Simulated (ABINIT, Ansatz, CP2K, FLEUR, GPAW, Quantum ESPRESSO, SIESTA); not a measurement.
## One structure in several programs: CoBiO3 (P4mm, 5 atoms in the cell)

Self-consistent single point, at a second geometry (lattice scaled by 0.98). First geometry:

```
CELL_PARAMETERS angstrom
      3.71587     0.00000     0.00000
      0.00000     3.71587     0.00000
      0.00000     0.00000     4.01158
ATOMIC_POSITIONS crystal
  Co 0.50000 0.50000 0.62281
  Bi 0.00000 0.00000 0.05096
  O  0.50000 0.00000 0.69608
  O  0.00000 0.50000 0.69608
  O  0.50000 0.50000 0.16257
```

Shared settings, as Ansatz (a program for electronic structure) writes them: kpoints.mp_grid.grid = 9 9 9; scf.occupations.method = fermi_dirac; scf.occupations.width = 0.0073 Ry. Potentials and cutoffs stand in the table.

```tsv
code	model	ΔF from the first geometry (meV/atom)	pressure (GPa)	largest force (eV/Å)	cutoff
FLEUR	PBEsol, all-electron FLAPW (FLEUR), scalar-relativistic valence	20.3	–	–	Kmax 4.7 1/bohr
Ansatz	PBEsol, PAW files made with PBE	27.1	13.46	0.905	default
GPAW	PBEsol, GPAW PAW datasets PBEsol (made by gpaw-setup)	31.7	–	0.846	950 eV
SIESTA	GGA PBEsol, numerical atomic orbitals DZP, PseudoDojo PBEsol standard norm-conserving potentials (rewritten from UPF to PSML)	34.3	16.17	1.569	grid 400 Ry
ABINIT	PBEsol, PAW (JTH v2.0 PBE PAW, files made for PBE)	28.2	13.59	0.925	30 Ha
Quantum ESPRESSO	PBEsol, SSSP 1.1.2 efficiency (PBE) pseudopotentials	26.2	13.45	0.942	55 Ry
CP2K	PBEsol, GPW, DZVP-MOLOPT-PBE-GTH basis, GTH-PBE potentials (POTENTIAL_UZH)	54.5	21.34	1.721	grid 650 Ry
```

Size of the force on each atom (eV/Å): Sizes of forces hide their directions.

```
code                Co1    Bi2     O3     O4     O5
----------------  -----  -----  -----  -----  -----
Ansatz            0.131  0.905  0.154  0.154  0.465
GPAW              0.054  0.846  0.079  0.079  0.636
SIESTA            0.299  1.569  0.250  0.250  0.746
ABINIT            0.104  0.925  0.152  0.152  0.517
Quantum ESPRESSO  0.107  0.942  0.190  0.190  0.456
CP2K              0.137  1.721  0.497  0.497  0.559
```

A dash marks a value that a program does not give, or that is left out as unsure.

On Ansatz's run: spin-orbit coupling is off. Spin polarisation is off, so a magnetic state, if there is one, cannot be reached.

The spread over the programs that give each value: ΔF from the first geometry within 34.2 meV/atom; pressure within 7.89 GPa; largest force within 0.875 eV/Å.

SIESTA and CP2K use small atom-centred bases, whose incompleteness enters pressures, forces and empty levels differently from a plane-wave cutoff. FLEUR treats all electrons, but the usual bases taken here (sphere radii, linearisation, local orbitals, empty states) were not tested for convergence, so the values are no reference for the others. Ansatz's pressure is given at a fixed set of plane waves, as the other plane-wave codes print theirs; with its correction for the finite basis it is 13.95 GPa (the shift of 0.49 GPa shows how far the cutoff is from converged). The pressure of GPAW is left out: its cutoff lies under the one at which its stress was checked. In the pressure, SIESTA (by 2.71) and CP2K (by 7.88) lie more than 1 GPa from the median of the plane-wave programs. In the force vectors, GPAW (by 0.145), SIESTA (by 0.654) and CP2K (by 0.806) lie more than 0.08 eV/Å from the median of the plane-wave programs.

The starting cell comes from a database of computed structures (which also holds hypothetical and non-ambient phases and stackings), without a prior relaxation at this level. Its lattice was rescaled by a random factor within 2.5 % of one. For this run, on top of that: lattice scaled by 0.98.

Keys are those of Ansatz 0.2.
